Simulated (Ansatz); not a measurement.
The starting structures come from a database of crystals and need not be the phases stable at ambient conditions.

The decay constant κ of evanescent states in the gap governs leakage through a thin film.

Consider the following.

```
CELL_PARAMETERS angstrom
      6.19815     0.02924    -0.01888
      0.84774     8.10035    -0.05421
      0.82137    -0.72317     6.10087
ATOMIC_POSITIONS crystal
  Hg 0.15247 0.65103 0.59142
  Hg 0.84753 0.34897 0.40858
  Hg 0.59142 0.84897 0.15247
  Hg 0.40858 0.15103 0.84753
  As 0.06470 0.01012 0.80711
  As 0.93530 0.98988 0.19289
  As 0.80711 0.48988 0.06470
  As 0.19289 0.51012 0.93530
  As 0.20791 0.75000 0.20791
  As 0.79209 0.25000 0.79209
  Br 0.63727 0.75000 0.63727
  Br 0.36273 0.25000 0.36273
```

Space group of this cell: C2/c. The cell was relaxed by PBE-D3(BJ).

Transport runs along the normal of the first two printed cell vectors.

No gap correction and no spin-orbit coupling; mid-gap values are interpolated between computed energies.

**Question.** Compute, with r2SCAN (Ansatz, a quantum-chemistry and plane-wave program), the band gap and the smallest decay constant κ at mid-gap.

**Answer.** Gap 1.28 eV on a 6×4×6 mesh; κ = 0.115 1/Å, at (0.500, 0.000) of the in-plane reciprocal vectors. At the zone centre, at the nearest computed energy, the slowest state has κ = 0.18 1/Å.
